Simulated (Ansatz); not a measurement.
How the lattice constant a of Ta3Ge (I-4, No. 82, 16 atoms in the cell; start mp-17728) moves with the method

No measured value is used here.

Q: Put these levels in order of the lattice constant a that they give for Ta3Ge (I-4, No. 82, 16 atoms in the cell; start mp-17728), smallest first: LDA (Ansatz, an electronic-structure program), PBEsol (Ansatz), r²SCAN+rVV10 (Ansatz).

A: LDA (10.209 Å), PBEsol (10.290 Å), r²SCAN+rVV10 (10.325 Å)

Density-functional levels without +SOC have no spin–orbit coupling. LDA, r²SCAN+rVV10, PBEsol: the relaxation could not lower the start's symmetry, so the cell can be a saddle point above a distorted one. Ansatz's density-functional and Hartree–Fock values are scalar-relativistic unless marked +SOC, with PAW data made under PBE.

A start named mp-… is a Materials Project structure, which need not be a measured phase.
